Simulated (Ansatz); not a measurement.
The starting structures come from a database of crystals and need not be the phases stable at ambient conditions.

Inside the gap of an insulator the Bloch states are evanescent, with a wavenumber k + iκ along the transport direction.

Given:

```xyz
16
Lattice="3.8811 0.0000 0.0000 0.0000 10.3095 0.0000 1.9406 0.0000 5.1385" Properties=species:S:1:pos:R:3 pbc="T T T"
Ta     1.9406     7.7321     3.1138
Ta     3.8811     2.5774     2.0247
Ta     3.8811     9.6903     1.3696
Ta     1.9406     0.6192     3.7689
Ta     1.9406     4.5355     3.7689
Ta     3.8811     5.7739     1.3696
N      1.9406     9.0843     4.6544
N      3.8811     1.2252     0.4842
N      3.8811     3.9295     0.4842
N      1.9406     6.3799     4.6544
N      3.8811     0.7638     3.1663
N      1.9406     9.5456     1.9723
N      1.9406     5.9186     1.9723
N      3.8811     4.3909     3.1663
N      1.9406     2.5774     2.7051
N      3.8811     7.7321     2.4334
```

The cell is taken as given; by r2SCAN it stands under a pressure of -1.4 GPa.

Transport runs along the normal of the first two printed cell vectors.

No gap correction and no spin-orbit coupling; mid-gap is the computed energy nearest the middle.

Problem. Compute, with Ansatz (a first-principles code) with r2SCAN, the band gap and the smallest decay constant κ at mid-gap.

Solution. Gap 1.60 eV on a 8×4×8 mesh; κ = 0.233 1/Å, at (0.500, 0.000) of the in-plane reciprocal vectors. At the zone centre the slowest state has κ = 0.33 1/Å.
